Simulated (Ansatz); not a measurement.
System: Ag2S (Cmcm, No. 63, 6 atoms in the cell; start mp-36216; a measured phase of this formula has another space group). Method: LDA (Ansatz, a quantum-chemistry and plane-wave program, PAW).

Settings: plane-wave cutoff 520 eV, 10×10×6 k mesh (along the axes of the cell as run), Fermi–Dirac smearing 0.01 eV, no spin polarisation, scalar-relativistic PAW data made under PBE.

Cell (relaxed at this level):

```yaml
crystal:
  lattice:
    - [3.38215, -2.32254, 0.00340]
    - [3.38215, 2.32254, 0.00340]
    - [-0.00643, 0.00000, 6.97021]
  atoms:
    - { symbol: Ag, position: [0.99847, 0.99847, 0.50048] }
    - { symbol: Ag, position: [0.62200, 0.62200, 0.25052] }
    - { symbol: Ag, position: [0.37498, 0.37498, 0.75049] }
    - { symbol: Ag, position: [0.99851, 0.99851, 0.00048] }
    - { symbol: S, position: [0.75889, 0.75889, 0.75051] }
    - { symbol: S, position: [0.23809, 0.23809, 0.25048] }
```

Question: Give the computed band gap and bulk modulus B0.

Answer: 
* **band gap**: 0.61 eV (on the SCF k mesh)
* **bulk modulus B0**: 31.6 GPa

Note: the relaxation could not lower the start's symmetry, so the cell can be a saddle point above a distorted one; the bulk modulus is −V dP/dV from two relaxed cells at ±2 % in volume.

Spin–orbit coupling is not included.

Static lattice: no zero-point or thermal effects.

Computing time: around 10 core-minutes (rough).

A start named mp-… is a Materials Project structure, which need not be a measured phase.
